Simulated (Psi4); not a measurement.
Psi4 1.11, BP86/def2-svpd: Mo(NH)(S)(F)(OSiH3) ([NH]=[Mo]([F])(=[S])[O][SiH3]), 10 atoms. The geometry is a generated start, not checked to be a minimum at this level.

task: energy
method: bp86
basis: def2-svpd
memory: 3 GB
maxiter: 100
keys of the molecule block: symmetry c1
scf_type: df (default)
guess: auto, which took SAD (default)
scf_initial_accelerator: adiis (default)
e_convergence: 1e-06 (default)
d_convergence: 1e-06 (default)
dft_radial_points: 75 (default)
dft_spherical_points: 302 (default)
effective core potentials: those of the basis set, past Kr
basis functions: 183
grid points: 216136

```xyz
10

Mo    -0.7503    -0.0581     1.1706
N     -1.5405    -1.5662     0.8798
H     -1.9448    -2.4915     0.7814
S      0.6374    -0.3555     2.7904
F     -1.9237     1.1691     1.7730
O      0.2407     0.4303    -0.2200
Si     1.1552     0.6726    -1.5530
H      0.4666    -0.0209    -2.6531
H      2.4646     0.0940    -1.2159
H      1.1947     2.1261    -1.7532
```

Charge 0 and multiplicity 1 are set for this test and not shown to be the ground state.

One run each on 2 threads. Values of diis_max_vecs tried: 3, 6, 10 (default), 20.

Predict the course of the SCF iterations along this series.

Fewest SCF iterations, within one of each other: 10 (default) with 13, 20 with 14. The count rises to 98 at 3. All converge to one solution.

| diis_max_vecs | SCF iterations | end |
|---|---|---|
| 3 | 98 | same solution |
| 6 | 17 | same solution |
| 10 (default) | 13 | same solution |
| 20 | 14 | same solution |
